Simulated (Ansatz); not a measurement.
Consider PbS in the zinc blende structure (space group F-43m, No. 216; a = 6.543 Å; a hypothetical phase, not in the database extracts checked). Axes: x, y, z lie along the cube axes.

Modification: compressive biaxial strain of 0.67 % in the plane normal to [001], as in epitaxy on a mismatched substrate; the out-of-plane cell vector and the atoms relax.

Levels (all Ansatz, a first-principles code, PAW): PBEsol (420 eV, without spin-orbit coupling); r2SCAN (500 eV, spin-orbit coupling left out); HSE06 (420 eV, no spin-orbit coupling).

One geometry, relaxed with PBEsol, under each level:

```json
[
 {"level": "PBEsol", "band gap": "0.60 eV", "lowest conduction level above the VBM at special points": "X 0.60 eV; M 0.65 eV; S₀ 1.84 eV; S 1.84 eV", "electron mass": "1.7 mₑ along k, 0.36 mₑ across (at X)", "pressure": "0.04 GPa"},
 {"level": "r2SCAN", "band gap": "0.84 eV", "lowest conduction level above the VBM at special points": "X 0.84 eV; M 0.90 eV; S₀ 2.09 eV; S 2.09 eV", "electron mass": "1.6 mₑ along k, 0.35 mₑ across (at X)", "pressure": "1.12 GPa"},
 {"level": "HSE06", "band gap": "1.18 eV", "lowest conduction level above the VBM at special points": "X 1.18 eV; M 1.23 eV; S₀ 2.45 eV; Γ 3.05 eV", "electron mass": "–", "pressure": "–"}
]
```

Single points use the geometry relaxed with PBEsol. Their cutoffs differ, which shifts pressures a little. The hybrid gap comes from the SCF mesh plus the semilocal run's edge points and a few special points and is an upper bound. Spin-orbit coupling, missing from the scalar runs, can matter with Pb. Masses are band curvatures over ±0.01 Å⁻¹ around the edge. Along k means along the line from Γ to the band edge. Stability against distortions was not tested. k-point labels follow each cell's own Brillouin zone.
